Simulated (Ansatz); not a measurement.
rock-salt MgO: the defect Mg vacancy + 2 H

The numbers are results of PBE, PAW (plane waves to 420 eV; Ansatz, a program for electronic structure), not measurements. The supercell holds 64 host sites (2×2×2 repeats of the unit cell), with a 2×2×2 shifted k-point sampling for the final energies. Sites at the start: the Mg site; 2 H on the vacancy's neighbours. Energies of charged states are corrected for periodic images (point charge plus alignment at distant sites). Dielectric constants: PBE linear response of the host. Host gap at this level: 4.46 eV. Finite-size and sampling errors can reach tenths of an eV here. The semilocal functional narrows the gap, so deep levels can fall outside it. Spin–orbit coupling is left out. Each state is the lowest found from its start.

Formation energies E_f are given with the Fermi level at the valence-band maximum. Chemical conditions: Mg-rich (Δμ(Mg) = 0.00 eV, Δμ(H) = -0.27 eV, bounded by MgH2 (P4_2/mnm); only phases computed here count, gases as isolated molecules at 0 K); O-rich (Δμ(Mg) = -5.37 eV, Δμ(H) = -1.25 eV, bounded by H2O molecule; only phases computed here count, gases as isolated molecules at 0 K). Reference phases: H: H2 molecule in a box, Mg: hcp Mg.

| charge | moment (μB) | point group | largest move off a lattice site (Å) | image correction with alignment (eV) | E_f, Mg-rich (eV) | E_f, O-rich (eV) |
|---|---|---|---|---|---|---|
| +1* | 1.0 | – | 0.10 | – | – | – |
| 0 | not spin-polarised | C2v | 0.12 | 0.00 | 4.28 | 0.87 |
| −1† | 1.0 | – | 0.14 | 0.40 | – | – |

* At this level the carrier isn't localised at the defect: at charge +1 holes occupy the valence band. Such a state is shallow or no state of the defect, and this cell gives it no level.

† Not settled in this cell, so no level is given: charge −1: level within 0.1 eV of a band edge or past it.

Point groups are those of the whole cell at tolerances of 0.03 and 0.1 Å ("near" where only the looser one holds); none is given for unsettled states.

Flagged in the runs: a strain field that reaches the edge of the cell.
